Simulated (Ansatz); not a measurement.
# What biaxial strain −2.00 %, plane normal [001], relaxed out of plane does to WSi2

The reference is WSi2 (space group I4/mmm, No. 139; a = 3.202 Å, c = 7.818 Å; relaxed with 0.1 eV smearing). Axes: x, y, z lie along a, b, c of the conventional cell.

Perturbation: biaxial strain −2.00 %, plane normal [001], relaxed out of plane (Cartesian); in-plane vectors clamped, the third vector and the atoms free.

All numbers come from PBEsol (Ansatz, an electronic-structure program), no spin-orbit coupling. k-mesh 25×25×25 (Γ-centred); smearing 0.1 eV (Fermi–Dirac).

The volume per atom drops by 0.425 Å³ to 12.94 Å³ and the shortest interatomic distance drops by 0.012 Å to 2.576 Å. The energy increases by 18 meV/atom and the pressure (mean of the normal stresses, compression positive) goes from zero to 7.6 GPa. The band gap is still zero and the out-of-plane strain amounts to +0.81 %. The ratio −ε⊥/ε∥ is 0.41 and the mean in-plane stress (compression positive) is +11.4 GPa.

Whether these cells are dynamically stable was not tested. The final runs are not spin-polarised.
